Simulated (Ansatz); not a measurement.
A self-consistent single point of Ti₃Al (P3m1, 8 atoms in the cell) with Ansatz (a program for electronic structure).

Method: LDA (PW92), default PAW files made with PBE (plane waves; Ansatz).

```
CELL_PARAMETERS angstrom
      5.77644     0.00000     0.00000
     -2.88822     5.00254     0.00000
      0.00000     0.00000     4.65370
ATOMIC_POSITIONS crystal
  Ti 0.82990 0.65980 0.25000
  Ti 0.17010 0.34020 0.75000
  Ti 0.17010 0.82990 0.75000
  Ti 0.82990 0.17010 0.25000
  Ti 0.34020 0.17010 0.25000
  Ti 0.65980 0.82990 0.75000
  Al 0.33333 0.66667 0.26074
  Al 0.66667 0.33333 0.75000
```

Reference input (self-consistent single point, DFT, LDA (PW92), plane waves, default PAW files made with PBE): basis.ecutwfc = 420 eV; kpoints.mp_grid.grid = 6 6 6; hamiltonian.xc = lda; hamiltonian.pseudopotentials = {kind: paw} (the program's default PAW files); scf.occupations.method = fermi_dirac; scf.occupations.width = 0.1 eV. This run's input differs from it in these lines:

Ansatz 0.2 input:
```diff
@@ -17,3 +17,3 @@
 kpoints:
-  mp_grid: { grid: [6, 6, 6] }
+  mp_grid: { grid: [10, 10, 10] }
 hamiltonian:
@@ -22,3 +22,3 @@
 scf:
-  occupations: { method: fermi_dirac, width: 0.1 }
+  occupations: { method: cold, width: 1.0 }
 output:
```

Log, with long lists cut:

```
SCF iter   1: F=—  HF=-15729.561407 eV  |F-HF|=—  |Δ(HF+E_count)|=         —  Δρ=6.13e-3  dr2=2.79e-2  ethr=1.77e-3  ⟨swp⟩=5.0  Hψ=51376  notcnv=0
all-band conjugate gradients solve this SCF's bands
automatic band count: the SCF goes on with 65 bands, as 52 were too few: the levels above may hold too much charge
preconditioner: auto → Kerker (q_TF=auto, 2.492 Å⁻¹)
   [... lines left out ...]
SCF iter   4: F=—  HF=-15729.555180 eV  |F-HF|=—  |Δ(HF+E_count)|=   2.61e-5  S|Δr|=    0.00e0  Δρ=7.52e-5  dr2=7.77e-6  ethr=3.68e-7  ⟨swp⟩=1.6  Hψ=7620  notcnv=0
SCF iter   5: F=—  HF=-15729.555172 eV  |F-HF|=—  |Δ(HF+E_count)|=   8.03e-6  S|Δr|=    0.00e0  Δρ=1.02e-5  dr2=1.15e-7  ethr=9.96e-9  ⟨swp⟩=2.0  Hψ=9001  notcnv=0
SCF iter   6: F=-15729.555172 eV  HF=-15729.555172 eV  |F-HF|=6.25e-9  |Δ(HF+E_count)|=   1.43e-8  S|Δr|=    0.00e0  Δρ=3.10e-6  dr2=1.01e-8  ethr=1.28e-10  ⟨swp⟩=6.4  Hψ=22357  notcnv=0
SCF 1 converged in 6 iterations: F = -15729.555172 eV  dr2 = 1.01e-8
Stability not checked (fill_not_monotonic)
Free energy (F): -15729.555172 eV
Internal energy: -15729.220090 eV  (E = F + TS)
E sigma→0 (E₀):  -15729.443478 eV
Entropy (-TS):   -0.335082 eV (-41.885 meV/atom)
Fermi energy:    11.794059 eV
--- Forces (eV/Å), atoms counted from 1 ---
  atom   1  Ti     0.00000000     0.12789985     0.02371568
  atom   2  Ti    -0.00000000    -0.13439346     0.09229371
  atom   3  Ti    -0.11638815     0.06719673     0.09229371
  atom   4  Ti     0.11076452    -0.06394993     0.02371568
   [... lines left out ...]
  atom   8  Al    -0.00000000    -0.00000000     0.00550923
--- Stress (GPa, compression-positive) ---
       -7.642264      -0.000000       0.000000
       -0.000000      -7.642264      -0.000000
        0.000000      -0.000000      -7.561698
  P = ⅓ Tr σ = -7.6154 GPa (-76.154 kbar)
  The stress holds the Pulay correction. Without it, at fixed plane waves, as pw.x and ABINIT print it: P = -7.6572 GPa
```

The run converged in 6 iterations. Against the reference run the free energy goes up by 22.9 meV/atom, the pressure goes from -8.24 to -7.62 GPa and the largest force goes from 0.339 to 0.354 eV/Å.

The starting cell comes from a database of computed structures (which also holds hypothetical and non-ambient phases and stackings), without a prior relaxation at this level. Its lattice was rescaled by up to half a per cent. One atom was moved a little off its site on purpose. Spin polarisation is off. With a pressure of about -8 GPa the cell is away from its equilibrium volume at this level. Ansatz's pressure includes its estimate of the finite-basis (Pulay) stress.

Cost on one core of a shared machine: roughly 90 s.
